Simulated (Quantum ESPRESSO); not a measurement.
A self-consistent single point of LaGe3Os (I4mm, 5 atoms in the cell) with Quantum ESPRESSO.

Level of theory: PBEsol, SSSP 1.1.2 precision (PBE) pseudopotentials (plane waves; Quantum ESPRESSO).

```yaml
crystal:
  lattice:
    - [-2.22445, 2.22445, 5.09051]
    - [2.22445, -2.22445, 5.09051]
    - [2.22445, 2.22445, -5.09051]
  atoms:
    - { symbol: La, position: [0.99834, 0.99834, 0.00000] }
    - { symbol: Ge, position: [0.42564, 0.42564, 0.00000] }
    - { symbol: Ge, position: [0.25966, 0.75966, 0.50000] }
    - { symbol: Ge, position: [0.75966, 0.25966, 0.50000] }
    - { symbol: Os, position: [0.65869, 0.65869, 0.00000] }
```

Reference input (self-consistent single point, DFT, LDA (PZ), plane waves, GBRV 1.5 ultrasoft (LDA) pseudopotentials): ecutwfc = 50 Ry; ecutrho = 400 Ry; occupations = smearing; smearing = fd; degauss = 0.0073499 Ry; potentials = {La: la_lda_v1.uspp.F.UPF, Ge: ge_lda_v1.4.uspp.F.UPF, Os: os_lda_v1.2.uspp.F.UPF}; K_POINTS = automatic 6 6 6 0 0 0; conv_thr = 1e-10 Ry. This run's input differs from it in these lines:

```diff
@@ -12,4 +12,4 @@
     ntyp = 3
-    ecutwfc = 50
-    ecutrho = 400
+    ecutwfc = 65
+    ecutrho = 520
     occupations = 'smearing'
@@ -17,2 +17,3 @@
     degauss = 0.0073499
+    input_dft = 'pbesol'
 /
@@ -22,5 +23,5 @@
 ATOMIC_SPECIES
-La   138.9055  la_lda_v1.uspp.F.UPF
-Ge    72.6300  ge_lda_v1.4.uspp.F.UPF
-Os   190.2300  os_lda_v1.2.uspp.F.UPF
+La   138.9055  La.GGA-PBE-paw-v1.0.UPF
+Ge    72.6300  ge_pbe_v1.4.uspp.F.UPF
+Os   190.2300  Os_pbe_v1.2.uspp.F.UPF
 ATOMIC_POSITIONS crystal
```

The program printed (abridged):

```
     Self-consistent Calculation

     iteration #  1     ecut=    65.00 Ry     beta= 0.70

     negative rho (up, down):  1.099E-01 0.000E+00

     total energy              =   -1288.84044544 Ry
     estimated scf accuracy    <       0.89311304 Ry

     iteration #  2     ecut=    65.00 Ry     beta= 0.70

     negative rho (up, down):  1.191E-01 0.000E+00

     total energy              =   -1287.93806263 Ry
     estimated scf accuracy    <      12.03340245 Ry

     iteration #  3     ecut=    65.00 Ry     beta= 0.70

     negative rho (up, down):  1.192E-01 0.000E+00

     total energy              =   -1289.41052225 Ry
     estimated scf accuracy    <       0.19120619 Ry

   [... 10 blocks of this kind left out ...]

     iteration # 14     ecut=    65.00 Ry     beta= 0.70

     negative rho (up, down):  1.198E-01 0.000E+00

     total energy              =   -1289.43056392 Ry
     estimated scf accuracy    <          1.4E-10 Ry

     iteration # 15     ecut=    65.00 Ry     beta= 0.70

     negative rho (up, down):  1.198E-01 0.000E+00
     End of self-consistent calculation

     the Fermi energy is    13.5734 ev

!    total energy              =   -1289.43056392 Ry
     estimated scf accuracy    <          9.1E-12 Ry
     smearing contrib. (-TS)   =      -0.00407354 Ry
     internal energy E=F+TS    =   -1289.42649038 Ry

     convergence has been achieved in  15 iterations

     negative rho (up, down):  1.198E-01 0.000E+00

     Forces acting on atoms (cartesian axes, Ry/au):

     atom    1 type  1   force =     0.00000000   -0.00000000   -0.00070848
     atom    2 type  2   force =    -0.00000000    0.00000000   -0.00112502
     atom    3 type  2   force =     0.00000000    0.00000000    0.00039314
     atom    4 type  2   force =     0.00000000    0.00000000    0.00039314
     atom    5 type  3   force =     0.00000000    0.00000000    0.00104721

     Total force =     0.001781     Total SCF correction =     0.000007

     negative rho (up, down):  1.198E-01 0.000E+00
          total   stress  (Ry/bohr**3)                   (kbar)     P=      -23.49
  -0.00016851  -0.00000000   0.00000000          -24.79       -0.00        0.00
  -0.00000000  -0.00016851  -0.00000000           -0.00      -24.79       -0.00
   0.00000000  -0.00000000  -0.00014203            0.00       -0.00      -20.89

   JOB DONE.
```

The run converged in 15 iterations. Against the reference run the pressure goes from -5.03 to -2.35 GPa and the largest force goes from 0.094 to 0.029 eV/Å.

The starting cell comes from a database of computed structures (which also holds hypothetical and non-ambient phases and stackings), without a prior relaxation at this level. Spin polarisation is off.

Cost on one core of a shared machine: roughly 10 min.
